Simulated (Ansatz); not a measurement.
Cost and result by functional for the surface energy of the (100) surface of fcc Pt in its 1x1 cell (the real clean face reconstructs), outermost plane spacing 1.98 Å in the ideal cut, in Ansatz (plane waves, PAW). Single points on the PBE structure, on one kind of machine; costs are rough ratios of the slab run's core time (references not counted) to the cheapest single point. r2SCAN's cost holds its higher cutoff (500 against 420 eV). Differences are taken against r2SCAN for comparison alone: no measured value is at hand, so the table doesn't rank accuracy.

Set-up: 6 atoms, 9.9 Å thick at the start (thin: gaps and levels are the slab's own); mesh 13x13x1; 0.1 eV smearing; dipole correction on; all atoms relaxed; start symmetry kept, larger cells not searched; no spin, no spin-orbit, no U. These notes are the PBE run's.

```json
[
 {"functional": "LDA", "relative cost": "1", "surface energy (J/m²)": "2.48", "less r2SCAN (J/m²)": "0.38"},
 {"functional": "PBEsol", "relative cost": "1", "surface energy (J/m²)": "2.29", "less r2SCAN (J/m²)": "0.19"},
 {"functional": "RPBE", "relative cost": "1", "surface energy (J/m²)": "1.61", "less r2SCAN (J/m²)": "-0.49"},
 {"functional": "r2SCAN", "relative cost": "2", "surface energy (J/m²)": "2.10", "less r2SCAN (J/m²)": "0.00"},
 {"functional": "PBE (the relaxed run's value)", "relative cost": "–", "surface energy (J/m²)": "1.87", "less r2SCAN (J/m²)": "-0.23"}
]
```

The values span 0.87 J/m², while the single points' costs differ by a factor of roughly 2. Differences are of unrounded values.

Ansatz is an electronic-structure program.
